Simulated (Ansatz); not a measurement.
**SrCl2: transverse stress against strain**

SrCl2 (fluorite, Fm-3m, 27.469 Å³/atom at rest, cube axes along x, y and z) under a strain ε along a cube axis (axis z), the other axes held. PBEsol in Ansatz, a plane-wave DFT program (PAW, default set), 420 eV, 8×8×8 Γ-centred mesh, Fermi-Dirac smearing 0.05 eV; ions are relaxed within the symmetry of each cell. Stress is positive for a compressed cell.

Here s stands for strain and y for stress xx.

```csv
strain (%),stress xx (GPa)
-3.00,?
-1.50,0.33
-1.00,0.22
-0.50,0.11
0.00,0.00
0.50,-0.10
1.00,-0.20
1.50,-0.29
```

Taking a straight line for y over the 7 complete rows: Means: s 0, y 0.010. About the means, the sum of products is -1.4550 and the sum of squares of s is 7.0000; the slope is their ratio. Least squares gives y = 0.010 - 0.2079·s. Residuals (row less fit): 0.008, 0.002, -0.004, -0.010, -0.006, -0.002, 0.012; standard error 0.009 (degrees of freedom: 5). The slope gives the elastic constant C12 = 21 ± 0.3 GPa.

**Question.** What does the fit predict for y at s = -3.00, and how far is the calculated value from it?

**Answer.** y = 0.010 - 0.2079 × (-3.0) = 0.634 GPa. The calculation gives 0.69 GPa, 0.056 GPa above the prediction (5.7 % of the range of y in the table). The row lies outside the fitted rows, so this is an extrapolation. From the scatter of the fitted rows alone, a prediction at this place has a standard error of 0.013 GPa, so the miss is 4.3 times that.

One order more, fitted to all 13 runs of the series, follows each within 0.01, so the miss is the next term of a smooth law. Rows are the converged runs of the series near zero and its far end; series whose fitted rows scatter by over a few per cent of the range, as at a crossing or softening among them, aren't shown in this form. Most that stay on the fit to the last digits aren't either.
